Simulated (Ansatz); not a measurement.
For Au2Bi (Fd-3m, No. 227, 6 atoms in the cell; start mp-570113), PBEsol (Ansatz, an electronic-structure program, plane waves, PAW) gives:

```
Item                      Result
------------------  ------------
lattice constant a       7.944 Å
bulk modulus             123 GPa
cohesive energy     3.52 eV/atom
```

Question: What does r²SCAN (plane waves, PAW; Ansatz) give for the same quantities?

Answer: 
- lattice constant a: 8.026 Å (rises by 1.0 %)
- bulk modulus: 111 GPa (shrinks by 9.8 %)
- cohesive energy: 3.02 eV/atom (decreases by 0.50 eV/atom)

Changes are worked out from the printed values.

Unless a cell is named, each level is at its own relaxed cell (PBEsol 20.89, r²SCAN 21.55 Å³/atom).

Levels without +SOC leave out spin–orbit coupling, which shifts energies and cells of such heavy elements.

Caveats: the bulk modulus is −V dP/dV from two relaxed cells at ±2 % in volume (PBEsol, r²SCAN); the relaxation could not lower the start's symmetry, so the cell can be a saddle point above a distorted one (PBEsol, r²SCAN). Ansatz's density-functional and Hartree–Fock values are scalar-relativistic unless marked +SOC, with PAW data made under PBE.

A start named mp-… is a Materials Project structure, which need not be a measured phase.
